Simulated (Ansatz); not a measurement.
The structure below was relaxed with Ansatz (an electronic-structure program) r2SCAN, spin-orbit coupling left out.

```
CuSe
1.0
    3.63732     0.00000     0.00000
    0.00000     3.63732     0.00000
    0.00000     0.00000     6.32099
Cu Se
2 2
Direct
  0.50000   0.00000   0.00000
  0.00000   0.50000   0.50000
  0.50000   0.50000   0.25000
  0.50000   0.50000   0.75000
```

Find the space group and the Wyckoff positions.

Space group P4₂/mmc (No. 131); a = b = 3.637 Å, c = 6.321 Å, α = β = γ = 90.00°

```tsv
atom	site	symmetry	x	y	z
Cu	2d	mmm.	0.5000	0.0000	0.0000
Se	2f	-4m2	0.5000	0.5000	0.2500
```

Describe the coordination.

The crystal has 4 atoms in its conventional cell. Lattice parameters: a = b = 3.6373 Å, c = 6.3210 Å, α = β = γ = 90.00°. Cu sees 4 Se at 2.409 Å (square planar). Se has 4 Cu at 2.409 Å (tetrahedral). (Neighbours: up to the widest gap in distance over summed covalent radii, below 1.35, at either atom; cation-cation and far metal-metal contacts left out.)

Whether these cells are dynamically stable was not tested. The final runs are not spin-polarised. The cell was made from CuO by this change: O → Se; the result is a hypothetical phase, not in the database extracts checked.
